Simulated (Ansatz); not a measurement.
# TiC under a change: pressure −1 GPa

The parent structure is TiC in the rock salt structure (space group Fm-3m, No. 225; a = 4.2932 Å).

One thing is altered: hydrostatic tension (pressure −1 GPa).

Calculations: DFT with PBEsol, PAW potentials and a 420 eV plane-wave cutoff in Ansatz (an electronic-structure program), without spin-orbit coupling. Γ-centred 19×19×19 mesh, Fermi–Dirac width 0.05 eV.

The volume per atom grows by 0.04 Å³ to 9.93 Å³ and the density shrinks by 0.02 g/cm³ to 5.01 g/cm³. The lattice parameter a goes up by 0.0054 Å to 4.299 Å and the shortest interatomic distance goes up by 0.0027 Å (2.147 Å → 2.149 Å). The enthalpy H = E + PV relative to the base's energy comes out as -0.06 eV/atom and the band gap stays zero.

Final structure:

```yaml
crystal:
  lattice:
    - [0.00000, 2.14932, 2.14932]
    - [2.14932, 0.00000, 2.14932]
    - [2.14932, 2.14932, 0.00000]
  atoms:
    - { symbol: Ti, position: [0.00000, 0.00000, 0.00000] }
    - { symbol: C, position: [0.50000, 0.50000, 0.50000] }
```

Cost of the whole job for the changed cell (relaxation, final SCF and bands): roughly 23 core-seconds.

Load acts through the strain it causes; cell and atoms are relaxed under it. Stability against distortions was not tested. The base started in Pnma and relaxed to Fm-3m at this level. The final runs are not spin-polarised.
